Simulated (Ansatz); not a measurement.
# Response to strain in TiO2

Start from TiO$_{2}$ in the anatase structure (space group I4_1/amd, No. 141).

```
CELL_PARAMETERS angstrom
     -1.89941     1.89941     4.85035
      1.89941    -1.89941     4.85035
      1.89941     1.89941    -4.85035
ATOMIC_POSITIONS crystal
  Ti 0.75000 0.25000 0.50000
  Ti 0.00000 0.00000 0.00000
  O  0.54355 0.04355 0.50000
  O  0.79355 0.79355 0.00000
  O  0.20645 0.20645 0.00000
  O  0.95645 0.45645 0.50000
```

Strains are applied to the cell and any free atomic positions relax.

Calculations: PBE in Ansatz (plane waves to 420 eV, PAW, without spin-orbit coupling).

Notes on the quantities. energy relative to the base: free energy F.

```csv
variant,energy relative to the base,shortest interatomic distance
base,0 meV/atom,1.946 Å
isotropic strain +0.60 %,+2.2 meV/atom,1.959 Å
isotropic strain +1.20 %,?,1.972 Å
isotropic strain +1.80 %,?,1.985 Å
isotropic strain +2.40 %,+33 meV/atom,1.999 Å
isotropic strain +3.00 %,+50 meV/atom,2.012 Å
```

Complete the table.


- isotropic strain +1.20 %, energy relative to the base: +8.5 meV/atom
- isotropic strain +1.80 %, energy relative to the base: +19 meV/atom

No phonon test of stability was made. The final runs are not spin-polarised.

Ansatz is an electronic-structure program.
